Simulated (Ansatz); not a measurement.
This concerns the reaction energy. Reaction: Ge (diamond) + SnCl2 (gas) → Sn (white tin) + GeCl2 (gas). Negative: the products are lower in energy.

Sn (white tin, I4₁/amd), 2 atoms in the cell, k-point mesh 22×22×22 on the run's own vectors. Conventional cell: a = 5.946 Å, b = 5.946 Å, c = 3.217 Å, α = 90.00°, β = 90.00°, γ = 90.00°.

Ge (diamond, Fd-3m), 2 atoms in the cell, k-point mesh 10×10×10 on the run's own vectors. Conventional cell: a = 5.7620 Å, b = 5.7620 Å, c = 5.7620 Å, α = 90.00°, β = 90.00°, γ = 90.00°.

An isolated GeCl2 molecule (singlet) in a box of 14 × 12 × 12 Å.
```xyz
3

Ge     0.0000    -0.9368     0.0000
Cl     1.7027     0.4684     0.0000
Cl    -1.7027     0.4684     0.0000
```

An isolated SnCl2 molecule (singlet) in a box of 15 × 13 × 12 Å.
```xyz
3

Sn     0.0000    -1.0333     0.0000
Cl     1.8225     0.5167     0.0000
Cl    -1.8225     0.5167     0.0000
```

Computed with Ansatz (plane waves, PAW), its PAW set soft_1, cutoff 420 eV, 500 eV for r2SCAN. The structures are at rest with PBE; other levels are single points on them. HSE06 runs on coarser k-point meshes, mended by the PBE difference between the two meshes. Some cells are metallic or hold partly filled levels, where a hybrid on a coarse mesh is less sure. Neutral cells; Fermi-Dirac smearing of at most 0.10 eV in the solids, energies taken to zero width. The lattices are those relaxed with PBE, so at other levels the solids can be strained, which adds to the spread. A dispersion term (D3(BJ), or D4 for r2SCAN) was computed beside these levels and is taken off wherever the name lacks it. No zero-point or thermal terms. The runs are scalar-relativistic, without spin-orbit coupling.

Question: Give the value at the level r2SCAN.

Answer: 0.54 eV, for Ge (diamond) + SnCl2 (gas) → Sn (white tin) + GeCl2 (gas).

Question: How does the value move with the functional?

Answer: 
```json
[
 {"Method": "HSE06", "value (eV)": "0.47", "less r2SCAN": "-0.07"}
]
```

The levels span 0.07 eV, from HSE06 (0.47) to r2SCAN (0.54).

Ansatz is a first-principles code.
